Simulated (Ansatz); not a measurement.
Start from ZnO in the wurtzite structure (space group P6_3mc, No. 186; a = 3.280 Å, c = 5.294 Å).

Level of theory: plane-wave PAW DFT at the PBE level (Ansatz, a program for electronic structure, 420 eV), no SOC, earlier PAW set.

Perturbation: every O is replaced by S; the structure is relaxed again.

Measured band gap: ZnO 3.6 eV (static lattice; corrected from measurement; as listed in Wei Chen et al., Physical Review Materials (2018)); ZnS 3.91 eV (temperature not stated; as listed in Mehmet Aras, Çetin Kılıç, The Journal of Chemical Physics (2014)).

Problem. How well does PBE reproduce the measured shift?

Solution. With PBE the band gap moves by +1.33 eV (0.74 → 2.07) against +0.31 eV measured. The two measured values stand on different bases (one corrected, one not), which blurs small differences.

Gaps are Kohn–Sham eigenvalue differences; semilocal functionals usually give less than the measured gap. Whether these cells are dynamically stable was not tested.
